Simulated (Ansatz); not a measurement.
Consider a 12-atom supercell of Ca in the fcc (Cu type) structure (space group Fm-3m, No. 225) at its relaxed geometry.

```yaml
crystal:
  lattice:
    - [0.00000, 5.56846, 5.56846]
    - [5.56846, -5.56846, 5.56846]
    - [5.56846, 5.56846, 0.00000]
  atoms:
    - { symbol: Ca, position: [0.00000, 0.00000, 0.00000] }
    - { symbol: Ca, position: [0.00000, 0.00000, 0.50000] }
    - { symbol: Ca, position: [0.16667, 0.33333, 0.16667] }
    - { symbol: Ca, position: [0.16667, 0.33333, 0.66667] }
    - { symbol: Ca, position: [0.33333, 0.66667, 0.33333] }
    - { symbol: Ca, position: [0.33333, 0.66667, 0.83333] }
    - { symbol: Ca, position: [0.50000, 0.00000, 0.00000] }
    - { symbol: Ca, position: [0.50000, 0.00000, 0.50000] }
    - { symbol: Ca, position: [0.66667, 0.33333, 0.16667] }
    - { symbol: Ca, position: [0.66667, 0.33333, 0.66667] }
    - { symbol: Ca, position: [0.83333, 0.66667, 0.33333] }
    - { symbol: Ca, position: [0.83333, 0.66667, 0.83333] }
```

Computed with r2SCAN in Ansatz (plane waves to 500 eV, PAW, no spin-orbit coupling).

For the base:

Mean distance from the defect site to its nearest host atoms: 3.94 Å
Pressure: 0.0 GPa

Now apply this change: one Ca atom is replaced by Sc, atoms relaxed at fixed cell, starting from a slightly rattled geometry.

Task: Estimate the effect on the largest displacement of a host atom from its site in the perfect cell, mean distance from the defect site to its nearest host atoms and pressure.

Result: The largest displacement of a host atom from its site in the perfect cell comes out as 0.09 Å; the mean distance from the defect site to its nearest host atoms shrinks by 0.06 Å to 3.88 Å; the pressure goes from zero to -0.9 GPa.

In so small a cell the defect repeats every few ångströms: this is an ordered compound, not a dilute defect. The final runs are not spin-polarised. The defect cell is not spin-polarised.

Ansatz is an electronic-structure program.
